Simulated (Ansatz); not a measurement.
Base system: V$_{3}$Si in the A15 (Cr3Si type) structure (space group Pm-3n, No. 223; a = 4.6495 Å).

Level of theory: PBEsol (Ansatz, a first-principles code, PAW, without spin-orbit coupling).

Before the change:

The volume per atom comes out as 12.56 Å³.

Modification: a hydrostatic pressure of 4.2 GPa.

### Question
What does the calculation give for the volume per atom after the change?

### Answer
The volume per atom drops by 0.24 Å³ (12.56 Å³ → 12.32 Å³).

Load acts through the strain it causes; cell and atoms are relaxed under it. Stability against distortions was not tested. Seeded moments were not kept for the base. The final runs are not spin-polarised.
